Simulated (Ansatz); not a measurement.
**InSb: biaxial strain +2.00 %, plane normal [001], relaxed out of plane**

Base system: InSb in the zinc blende structure (space group F-43m, No. 216; a = 6.4497 Å). Axes: x, y, z lie along the cube axes.

The change: tensile biaxial strain of 2.00 % in the plane normal to [001], as in epitaxy on a mismatched substrate; the out-of-plane cell vector and the atoms relax.

Method: Ansatz (a first-principles code), LDA, PAW, cutoff 420 eV, without spin-orbit coupling. Settings: 13×13×13 k-points, 0.05 eV Fermi–Dirac smearing.

```json
[
 {"quantity": "volume per atom", "base": "33.54 Å³", "changed": "34.11 Å³", "shift": "+0.57 Å³"},
 {"quantity": "space group", "base": "F-43m (No. 216)", "changed": "I-4m2 (No. 119)", "shift": "–"},
 {"quantity": "shortest interatomic distance", "base": "2.793 Å", "changed": "2.810 Å", "shift": "+0.017 Å"},
 {"quantity": "energy relative to the base (free energy F)", "base": "0 meV/atom", "changed": "+5.0 meV/atom", "shift": "+5.0 meV/atom"},
 {"quantity": "pressure (mean of the normal stresses, compression positive)", "base": "0.0 GPa", "changed": "-0.8 GPa", "shift": "-0.8 GPa"},
 {"quantity": "band gap (uncertain: the edges found look like a band crossing or inverted bands; the changed cell)", "base": "zero", "changed": "0.08 eV", "shift": "–"},
 {"quantity": "out-of-plane strain (rough)", "base": "–", "changed": "-2.25 %", "shift": "–"},
 {"quantity": "mean in-plane stress (compression positive) (rough)", "base": "–", "changed": "-1.2 GPa", "shift": "–"}
]
```

Cost of the whole job for the changed cell (relaxation, final SCF and bands): very roughly 100 core-seconds.

Without a gap, meshes like the base's 13×13×13 leave anisotropic stresses uncertain by several tenths of a GPa, and small strain energies with them. With Sb present, leaving out spin-orbit coupling can change the band edges. No phonon test of stability was made. The final runs are not spin-polarised. The zero or small gap of InSb can change with the level of theory.
